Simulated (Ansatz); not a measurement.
Take Pb in the fcc (Cu type) structure (space group Fm-3m, No. 225; a = 4.931 Å) as the base.

Calculations: PBEsol (Ansatz, a first-principles code, PAW, no SOC), earlier PAW set.

For the base:

The volume per atom comes out as 29.98 Å³. The magnetic state is not spin-polarised.

Now apply this change: Ni takes the place of Pb on all its sites; the structure is relaxed again.

### Question
Predict the new volume per atom and magnetic state.

### Answer
The volume per atom shrinks by 19.594 Å³ to 10.38 Å³; the magnetic state goes from not spin-polarised to ferromagnetic.

The magnetic state is the one reached from the starting moments; the real material's order can differ, and small cells can't hold many antiferromagnetic ones. Whether these cells are dynamically stable was not tested.
